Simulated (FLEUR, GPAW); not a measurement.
A GPAW input for a self-consistent single point of Yb (Fm-3m, 1 atom in the cell) (DFT PBE, plane waves, GPAW PAW datasets PBE (gpaw-data 1.0.1)):

```python
from ase import Atoms
from ase.units import GPa
from gpaw import GPAW, PW

atoms = Atoms(['Yb'],
              cell=[[0.000000, 2.751599, 2.751599],
                    [2.751599, 0.000000, 2.751599],
                    [2.751599, 2.751599, 0.000000]],
              scaled_positions=[[0.000000, 0.000000, 0.000000]],
              pbc=True)

calc = GPAW(mode=PW(800),
            xc='PBE',
            kpts={'size': (14, 14, 14), 'gamma': True},
            occupations={'name': 'methfessel-paxton', 'width': 0.272, 'order': 0},
            nbands=-7,
            convergence={'forces': 0.001},
            symmetry={'symmorphic': False, 'tolerance': 0.0005},
            maxiter=150)

atoms.calc = calc

energy = atoms.get_potential_energy()
print('Energy (eV):', round(energy, 6))
forces = atoms.get_forces()
print('Forces (eV/Ang):')
print(forces.round(5))
stress = atoms.get_stress()
print('Stress (GPa, Voigt):', (stress / GPa).round(4))
```

Problem. Write the same calculation as an input for FLEUR.

Solution. This is the input that was run; spellings and numerical settings could be chosen otherwise.

Input of the input generator:

```
Yb crystal
&input film=f /
-0.0000000000 2.7515990000 2.7515990000
2.7515990000 0.0000000000 2.7515990000
2.7515990000 2.7515990000 0.0000000000
1.8897261246
1.0 1.0 1.0

1
70 0.0000000000 0.0000000000 0.0000000000

&comp jspins=1 /
&kpt div1=14 div2=14 div3=14 gamma=t /
&end /
```

```xml
<?xml version="1.0" encoding="UTF-8" standalone="no"?>
<fleurInput fleurInputVersion="0.39">
   <comment>
      Yb crystal                                                                                          
   </comment>
   <calculationSetup>
      <cutoffs Kmax="3.8" Gmax="15.2" GmaxXC="15.2" numbands="0"/>
      <scfLoop itmax="100" minDistance="0.00001" maxIterBroyd="25" imix="Anderson" alpha="0.05" precondParam="0.0" spinf="2.0"/>
      <coreElectrons ctail="T" frcor="F" kcrel="0" coretail_lmax="0"/>
      <xcFunctional name="pbe" relativisticCorrections="F"/>
      <magnetism jspins="1"/>
      <soc l_soc="F" theta="0.0" phi="0.0" spav="F"/>
      <expertModes spex="0" secvar="F"/>
      <geometryOptimization l_f="T" forcealpha="1.0" forcemix="BFGS" epsdisp="0.00001" epsforce="0.00001"/>
      <ldaU l_linMix="F" mixParam="0.05" spinf="1.0"/>
   </calculationSetup>
   <cell>
      <bzIntegration valenceElectrons="24.0" mode="gauss" fermiSmearingEnergy="0.00999582">
         <kPointListSelection listName="default-1"/>
         <!-- k-points included here -->
         <xi:include xmlns:xi="http://www.w3.org/2001/XInclude" href="kpts.xml"> </xi:include>
      </bzIntegration>
      <!-- symmetry operations included here -->
      <xi:include xmlns:xi="http://www.w3.org/2001/XInclude" href="sym.xml"> </xi:include>
      <bulkLattice scale="1.0">
         <bravaisMatrix>
            <row-1>    0.0000000000000000     5.1997685147232353     5.1997685147232353</row-1>
            <row-2>    5.1997685147232353     0.0000000000000000     5.1997685147232353</row-2>
            <row-3>    5.1997685147232353     5.1997685147232353     0.0000000000000000</row-3>
         </bravaisMatrix>
      </bulkLattice>
   </cell>
   <atomSpecies>
      <species name="Ytterbium (Yb)" element="Yb" atomicNumber="70">
         <mtSphere radius="2.63" gridPoints="925" logIncrement="0.014"/>
         <atomicCutoffs lmax="10" lnonsphr="8"/>
         <electronConfig flipSpins="F">
            <coreConfig>(1s1/2) (2s1/2) (2p1/2) (2p3/2) (3s1/2) (3p1/2) (3p3/2) (4s1/2) (3d3/2) (3d5/2) (4p1/2) (4p3/2) (4d3/2) (4d5/2)</coreConfig>
            <valenceConfig>(5s1/2) (5p1/2) (5p3/2) (6s1/2) (4f5/2) (4f7/2)</valenceConfig>
         </electronConfig>
         <energyParameters s="6" p="6" d="5" f="4"/>
         <lo type="SCLO" l="0" n="5" eDeriv="0"/>
         <lo type="SCLO" l="1" n="5" eDeriv="0"/>
      </species>
   </atomSpecies>
   <atomGroups>
      <atomGroup species="Ytterbium (Yb)">
         <relPos label="                   1">.0000000000 .0000000000 .0000000000</relPos>
         <force calculate="T" relaxXYZ="TTT"/>
      </atomGroup>
   </atomGroups>
   <output dos="F" band="F" slice="F">
      <checks vchk="F" cdinf="F"/>
      <bandDOS minEnergy="-.5*Htr" maxEnergy="0.5*Htr" sigma="0.015" storeEVData="T"/>
      <vacuumDOS vacdos="F" integ="F" star="F" nstars="0" locx1="0.0" locy1="0.0" locx2="0.0" locy2="0.0" nstm="0" tworkf="0.0"/>
      <unfoldingBand unfoldBand="F" supercellX="1" supercellY="1" supercellZ="1"/>
      <plotting iplot="0" polar="F">
         <plot TwoD="T" vec1="  1.0  0.0  0.0" vec2="  0.0  1.0  0.0" vec3="  0.0  0.0  1.0" zero="  0.0  0.0  0.0" file="plot"/>
      </plotting>
      <chargeDensitySlicing numkpt="0" minEigenval="0.0" maxEigenval="0.0" nnne="0" pallst="F"/>
      <specialOutput eonly="F"/>
      <magneticCircularDichroism mcd="F" energyLo="-10.0" energyUp="0.0"/>
   </output>
  <!-- We include the file relax.xml here to enable relaxations (see documentation) -->
  <xi:include xmlns:xi="http://www.w3.org/2001/XInclude" href="relax.xml"> <xi:fallback/> </xi:include>
</fleurInput>
```

Basis settings and potentials, where a program has them, do not carry over. This input uses DFT, PBE, all-electron FLAPW (FLEUR), scalar-relativistic valence.

The starting cell comes from a database of computed structures (which also holds hypothetical and non-ambient phases and stackings), without a prior relaxation at this level. Its lattice was rescaled by a random factor within 2.5 % of one.
